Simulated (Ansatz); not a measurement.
BaZrO3: Li interstitial (started 2.10 Å from the nearest host atom), symmetric start

Start from a 20-atom supercell of BaZrO$_{3}$ in the cubic perovskite structure (space group Pm-3m, No. 221; a = 4.2050 Å) at its relaxed geometry.

Perturbation: a neutral Li interstitial (started 2.10 Å from the nearest host atom), symmetric start, atoms relaxed at fixed cell.

Calculations: r2SCAN (Ansatz, a quantum-chemistry and plane-wave program), no spin-orbit coupling. Γ-centred 4×4×4 mesh, Fermi–Dirac width 0.01 eV.

```csv
quantity,base,changed,shift
pressure,0.0 GPa,3.7 GPa,+3.7 GPa
gap of the supercell,3.73 eV,zero,–
total moment of the cell,–,0.4 μB,–
largest displacement of a host atom from its site in the perfect cell,–,0.34 Å,–
final site of the added atom,–,4 O at 1.98 Å (square planar),–
```

Cost of the whole job for the changed cell (relaxation, final SCF and bands): about 18 core-minutes (a rough figure).

Other magnetic orders, which the real material may have, were not ruled out. In so small a cell the defect repeats every few ångströms: this is an ordered compound, not a dilute defect. The mesh was chosen for an insulator and is coarse for the gapless case. The defect started on the symmetric site and kept its symmetry, so it may sit on a saddle. Seeded moments were not kept for Li interstitial (started 2.10 Å from the nearest host atom). The defect cell is spin-polarised and ends with 0.4 μB, a fractional moment that hangs on the mesh and smearing.
